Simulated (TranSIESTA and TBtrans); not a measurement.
Junction: In chain with one Al atom in place of In. Leads: straight In chain, spacing 3.074 Å. Geometry: 3 atoms about the centre moved by SIESTA (PBE, DZP) to a largest force of 0.01 eV/Å, all others as built, motion along the axis alone. Transport runs along z; the first 4 and the last 4 of the 15 atoms are the lead cells, repeated to infinity.

```xyz
15
Lattice="9.000 0.000 0.000 0.000 9.000 0.000 0.000 0.000 45.486" Properties=species:S:1:pos:R:3 pbc="F F T"
In     4.500     4.500     0.000
In     4.500     4.500     3.074
In     4.500     4.500     6.148
In     4.500     4.500     9.222
In     4.500     4.500    12.296
In     4.500     4.500    15.370
In     4.500     4.500    18.430
Al     4.500     4.500    21.206
In     4.500     4.500    23.982
In     4.500     4.500    27.042
In     4.500     4.500    30.116
In     4.500     4.500    33.190
In     4.500     4.500    36.264
In     4.500     4.500    39.338
In     4.500     4.500    42.412
```

Run with TranSIESTA and TBtrans (open boundaries, self-consistent; PseudoDojo norm-conserving potentials, scalar-relativistic): PAO.BasisSize DZP, PAO.EnergyShift 0.15 eV, XC.Authors PBE, Mesh.Cutoff 200 Ry, ElectronicTemperature 300 K, TS.Voltage 0.0 eV, TBT.Elecs.Eta 0.001 eV, no spin polarisation.

Energies count from the leads' Fermi level. Transmissions are for one spin of a degenerate pair. The energy step is 0.01 eV; narrower resonances are cut or missed.

```
E (eV)      T
------  -----
-0.20   0.940
-0.15   0.940
-0.10    2.59
-0.05    2.84
0.00     2.86
0.05     2.86
0.10     2.84
0.15     2.83
0.20     2.82
```

**Question.** Give the zero-bias conductance in μS and the resistance at 300 K.

**Answer.** At the Fermi level T = 2.86. Averaged with −∂f/∂E over the full grid (kT = 25.9 meV) it is 2.83. With G0 = 2e²/h = 77.48 μS, G = 219 μS and R = 1/G = 4.57 kΩ.

**Question.** The eigenchannels at the Fermi level transmit 0.961, 0.961, 0.941. What Fano factor of the shot noise follows at low temperature and bias?

**Answer.** F = Σ τ(1 − τ)/Σ τ = 0.130/2.86 = 0.05.

The straight chain is held at its spacing; free chains may zigzag or dimerise. No spin-polarised start was tried, so a magnetic state, if there is one, is missed.
